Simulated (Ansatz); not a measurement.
**WSi2: energy against volume**

WSi2 (MoSi2 type, I4/mmm, 13.673 Å³/atom and stress up to 0.01 GPa in the relaxed cell, c along z) under hydrostatic pressure, with the cell free. PBE in Ansatz, a plane-wave DFT program (PAW, default set), 420 eV, 20×20×20 Γ-centred mesh, Fermi-Dirac smearing 0.05 eV; ions are relaxed, or left where forces stay under 0.02 eV/Å, within the symmetry of each cell.

Here V stands for volume and E for E less E0.

```
volume (Å³/atom)  E less E0 (meV/atom)  pressure (GPa)
----------------  --------------------  --------------
13.8014                           0.81           -2.00
13.7360                           0.20           -1.00
13.6728                           0.00           -0.01
13.6169                           0.15            0.90
13.5442                           0.83            2.10
13.4041                           3.69            4.50
13.1611                          13.87            9.00
12.8701                          35.56           15.00
12.2615                              ?               ?
```

Using the third-order Birch-Murnaghan form, a cubic in V^(-2/3), estimate the missing E at V = 12.2615 from the other rows, showing the fit.

With u = V^(-2/3) - 0.1766, the rows have u = -0.0027994, -0.0022482, -0.0017113, -0.0012330, -0.0006060, 0.0006182, 0.0027929, 0.0054869. Least squares gives E = 1.989 + 2333.0·u + 685421·u² + 818602·u³. Residuals (row less fit): -0.001, 0.001, 0.000, -0.003, 0.003, -0.003, 0.001, 0.000; standard error 0.003 (degrees of freedom: 4). Its minimum lies at u = -0.0017071, so V0 = (0.1748929)^(-3/2) = 13.67. There d²E/du² = 1362000 and d³E/du³ = 4912000, so B0 = (4/9) × 13.67^(-7/3) × 1362000 × 0.160218 = 217 GPa (the last factor turns the table's units into GPa), and B0' = 4 + (2/3) × 0.1748929 × (4912000)/1362000 = 4.4. B0' rests on the cubic coefficient alone and has a standard error of 0.1 from these residuals. At the withheld row, u = 0.0114634, so E = 1.989 + 2333.0 × 0.0114634 + 685421 × 0.0114634² + 818602 × 0.0114634³ = 120.037 meV/atom. The calculation gives 119.87 meV/atom, 0.167 meV/atom below the prediction (0.1 % of the range of E in the table). The row lies outside the fitted rows, so this is an extrapolation. The scatter of the fitted rows lies at the last printed digit.

In a metal these values are sensitive to mesh and smearing; energies are taken to zero smearing, stresses follow the free energy. Spin-orbit coupling is left out, which can shift these values for the heavy elements here. Other structures, which can take over under pressure, weren't tried. The same form fitted to the pressure column gives B0' = 4.4; series where the two differ by over 0.4 aren't shown. Rows are the converged runs of the series near zero and its far end, less any whose ions stayed unrelaxed beside relaxed ones; series whose fitted rows scatter by over a few per cent of the range, as at a crossing or softening among them, aren't shown in this form.
